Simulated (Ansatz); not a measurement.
The structure below was relaxed with PBEsol (Ansatz, an electronic-structure program, PAW, scalar-relativistic without spin-orbit coupling), at pressure 30 GPa.

Space group Fm-3m (No. 225); a = b = c = 5.657 Å, α = β = γ = 90.00°

| atom | site | symmetry | x | y | z |
|---|---|---|---|---|---|
| Sn | 4a | m-3m | 0.0000 | 0.0000 | 0.0000 |
| Te | 4b | m-3m | 0.5000 | 0.5000 | 0.5000 |

Q: Write out a cell with all atoms.

A: 
```
SnTe
1.0
    5.65661     0.00000     0.00000
    0.00000     5.65661     0.00000
    0.00000     0.00000     5.65661
Sn Te
4 4
Direct
  0.00000   0.00000   0.00000
  0.00000   0.50000   0.50000
  0.50000   0.00000   0.50000
  0.50000   0.50000   0.00000
  0.50000   0.00000   0.00000
  0.50000   0.50000   0.50000
  0.00000   0.00000   0.50000
  0.00000   0.50000   0.00000
```
This is the conventional cell.

Load acts through the strain it causes; cell and atoms are relaxed under it. No phonon test of stability was made. Competing high-pressure phases were not computed. All final runs are without spin polarisation. The cell was made from SnTe in the rock salt structure (space group Fm-3m, No. 225) by this change: pressure 30 GPa.
